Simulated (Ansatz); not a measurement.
A self-consistent single point of CuPd (P4mm, 2 atoms in the cell) with Ansatz (a program for electronic structure).

Computed with PBEsol, default PAW files made with PBE (plane waves; Ansatz).

The change in words: lattice scaled by 0.98; basis.ecutwfc: 30.9 Ry → 33.8 Ry. Reference geometry:
```xyz
2
Lattice="2.9655 0.0000 0.0000 0.0000 2.9655 0.0000 0.0000 0.0000 2.9655" Properties=species:S:1:pos:R:3 pbc="T T T"
Cu     0.0000     0.0000     0.0500
Pd     1.4828     1.4828     1.4828
```

Reference input (self-consistent single point, DFT, PBEsol, plane waves, default PAW files made with PBE): basis.ecutwfc = 30.9 Ry; kpoints.mp_grid.grid = 11 11 11; hamiltonian.xc = pbesol; hamiltonian.pseudopotentials = {kind: paw} (the program's default PAW files); scf.occupations.method = gaussian; scf.occupations.width = 0.0073 Ry. This run's input differs from it in these lines:

Ansatz 0.2 input:
```diff
@@ -2,5 +2,5 @@
   lattice:
-    - [2.965518, 0.000000, 0.000000]
-    - [0.000000, 2.965518, 0.000000]
-    - [0.000000, 0.000000, 2.965518]
+    - [2.906208, 0.000000, 0.000000]
+    - [0.000000, 2.906208, 0.000000]
+    - [0.000000, 0.000000, 2.906208]
   atoms:
@@ -9,3 +9,3 @@
 basis:
-  ecutwfc: 30.9 Ry
+  ecutwfc: 33.8 Ry
 kpoints:
```

The program printed (abridged):

```
SCF iter   1: F=—  HF=-13495.585927 eV  |F-HF|=—  |Δ(HF+E_count)|=         —  Δρ=1.58e-2  dr2=3.42e-2  ethr=1.77e-3  ⟨swp⟩=5.5  Hψ=12238  notcnv=0
all-band conjugate gradients solve this SCF's bands
preconditioner: auto → none
SCF iter   2: F=—  HF=-13495.579233 eV  |F-HF|=—  |Δ(HF+E_count)|=   6.69e-3  Δρ=4.41e-3  dr2=3.39e-3  ethr=9.23e-5  ⟨swp⟩=2.4  Hψ=5632  notcnv=0  defer=8
SCF iter   3: F=—  HF=-13495.578468 eV  |F-HF|=—  |Δ(HF+E_count)|=   7.66e-4  Δρ=9.95e-4  dr2=1.11e-4  ethr=9.17e-6  ⟨swp⟩=2.5  Hψ=4492  notcnv=0  defer=8
SCF iter   4: F=—  HF=-13495.578449 eV  |F-HF|=—  |Δ(HF+E_count)|=   1.89e-5  Δρ=2.04e-4  dr2=5.43e-6  ethr=2.99e-7  ⟨swp⟩=1.2  Hψ=3037  notcnv=0  defer=8
SCF iter   5: F=—  HF=-13495.578438 eV  |F-HF|=—  |Δ(HF+E_count)|=   1.07e-5  Δρ=3.14e-5  dr2=9.16e-8  ethr=1.47e-8  ⟨swp⟩=2.5  Hψ=4099  notcnv=0  defer=8
SCF iter   6: F=-13495.578438 eV  HF=-13495.578438 eV  |F-HF|=1.33e-9  |Δ(HF+E_count)|=   5.55e-8  Δρ=2.45e-6  dr2=1.10e-9  ethr=2.48e-10  ⟨swp⟩=5.1  Hψ=10361  notcnv=0
SCF 1 converged in 6 iterations: F = -13495.578438 eV  dr2 = 1.10e-9
Free energy (F): -13495.578438 eV
Internal energy: -13495.570387 eV  (E = F + TS)
E sigma→0 (E₀):  -13495.574413 eV
Entropy (-TS):   -0.008051 eV (-4.025 meV/atom)
Fermi energy:    19.866690 eV
--- Forces (eV/Å), atoms counted from 1 ---
  atom   1  Cu    -0.00000000     0.00000000    -0.45201529
  atom   2  Pd     0.00000000     0.00000000     0.45203895
--- Stress (GPa, compression-positive) ---
       12.504282       0.000000       0.000000
        0.000000      12.504282       0.000000
       -0.000000       0.000000      12.172803
  P = ⅓ Tr σ = 12.3938 GPa (123.938 kbar)
  The stress holds the Pulay correction. Without it, at fixed plane waves, as pw.x and ABINIT print it: P = 12.2733 GPa
```

The run converged in 6 iterations. Against the reference run the free energy goes up by 25.6 meV/atom, the pressure goes from -0.44 to 12.39 GPa and the largest force goes from 0.357 to 0.452 eV/Å.

The starting cell comes from a database of computed structures (which also holds hypothetical and non-ambient phases and stackings), without a prior relaxation at this level. Its lattice was rescaled by up to half a per cent. One atom was moved a little off its site on purpose. For this run, on top of that: lattice scaled by 0.98. Spin polarisation is off. Ansatz's pressure includes its estimate of the finite-basis (Pulay) stress.
